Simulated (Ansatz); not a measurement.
Worked example: self-consistent single point of HfRe (Pmma, 4 atoms in the cell) in Ansatz (an electronic-structure program).

Method of the run: PBE (plane waves, PAW; Ansatz).

```yaml
crystal:
  lattice:
    - [4.67362, 0.00000, 0.00000]
    - [0.00000, 3.09380, 0.00000]
    - [0.00000, 0.00000, 4.77161]
  atoms:
    - { symbol: Hf, position: [0.75000, 0.50000, 0.31250] }
    - { symbol: Hf, position: [0.25000, 0.50000, 0.68750] }
    - { symbol: Re, position: [0.75000, 0.00000, 0.81250] }
    - { symbol: Re, position: [0.25000, 0.00000, 0.18750] }
```

Reference input (self-consistent single point, DFT, PBE, plane waves, default PAW files): basis.ecutwfc = 30.9 Ry; kpoints.mp_grid.grid = 7 11 7; hamiltonian.xc = pbe; hamiltonian.pseudopotentials = {kind: paw} (the program's default PAW files); scf.occupations.method = gaussian; scf.occupations.width = 0.0037 Ry. This run's input differs from it in these lines:

Ansatz 0.2 input:
```diff
@@ -15,3 +15,3 @@
   mp_grid:
-    grid: [7, 11, 7]
+    grid: [7, 10, 7]
 hamiltonian:
```

Log, with long lists cut:

```
SCF iter   1: F=—  HF=-53178.689281 eV  |F-HF|=—  |Δ(HF+E_count)|=         —  Δρ=1.15e-2  dr2=9.31e-2  ethr=1.77e-3  ⟨swp⟩=5.0  Hψ=14189  notcnv=0  defer=33
all-band conjugate gradients solve this SCF's bands
preconditioner: auto → Kerker (q_TF=auto, 2.808 Å⁻¹)
SCF iter   2: F=—  HF=-53178.680516 eV  |F-HF|=—  |Δ(HF+E_count)|=   8.77e-3  Δρ=6.65e-3  dr2=3.49e-2  ethr=1.13e-4  ⟨swp⟩=1.1  Hψ=5576  notcnv=0  defer=135
   [... lines left out ...]
SCF iter   4: F=—  HF=-53178.674864 eV  |F-HF|=—  |Δ(HF+E_count)|=   1.68e-3  Δρ=7.30e-4  dr2=2.95e-4  ethr=1.11e-6  ⟨swp⟩=2.8  Hψ=8414  notcnv=0  defer=135
SCF iter   5: F=—  HF=-53178.674854 eV  |F-HF|=—  |Δ(HF+E_count)|=   1.04e-5  Δρ=1.82e-4  dr2=1.68e-5  ethr=3.59e-7  ⟨swp⟩=2.1  Hψ=7328  notcnv=0  defer=135
SCF iter   6: F=—  HF=-53178.674814 eV  |F-HF|=—  |Δ(HF+E_count)|=   3.94e-5  Δρ=4.08e-5  dr2=8.25e-7  ethr=2.05e-8  ⟨swp⟩=2.7  Hψ=8398  notcnv=0  defer=135
SCF iter   7: F=-53178.674879 eV  HF=-53178.674879 eV  |F-HF|=3.08e-8  |Δ(HF+E_count)|=   6.50e-5  Δρ=7.44e-6  dr2=4.59e-8  ethr=1.22e-10  ⟨swp⟩=9.7  Hψ=23088  notcnv=0
SCF 1 converged in 7 iterations: F = -53178.674879 eV  dr2 = 4.59e-8
Free energy (F): -53178.674879 eV
Internal energy: -53178.668697 eV  (E = F + TS)
E sigma→0 (E₀):  -53178.671788 eV
Entropy (-TS):   -0.006182 eV (-1.546 meV/atom)
Fermi energy:    22.903758 eV
--- Forces (eV/Å), atoms counted from 1 ---
  atom   1  Hf     0.00000000     0.00000000    -1.85904706
  atom   2  Hf     0.00000000     0.00000000     1.85904706
  atom   3  Re     0.00000000     0.00000000    -0.53731950
  atom   4  Re     0.00000000     0.00000000     0.53731950
--- Stress (GPa, compression-positive) ---
       15.074322       0.000000       0.000000
        0.000000      14.034520       0.000000
        0.000000       0.000000      -4.133698
  P = ⅓ Tr σ = 8.3250 GPa (83.250 kbar)
  The stress holds the Pulay correction. Without it, at fixed plane waves, as pw.x and ABINIT print it: P = 8.2172 GPa
```

The run converged in 7 iterations. Against the reference run the free energy stays essentially unchanged (within 1 meV/atom), the pressure goes from 8.50 to 8.33 GPa and the largest force goes from 1.904 to 1.859 eV/Å.

The starting cell was generated: these elements placed on a structure prototype, without a prior relaxation; it need not be a known phase or ordering of this composition. Its lattice was rescaled by a random factor within 2.5 % of one. Spin polarisation is off. Forces in this geometry exceed 1 eV/Å. Ansatz's pressure includes its estimate of the finite-basis (Pulay) stress.
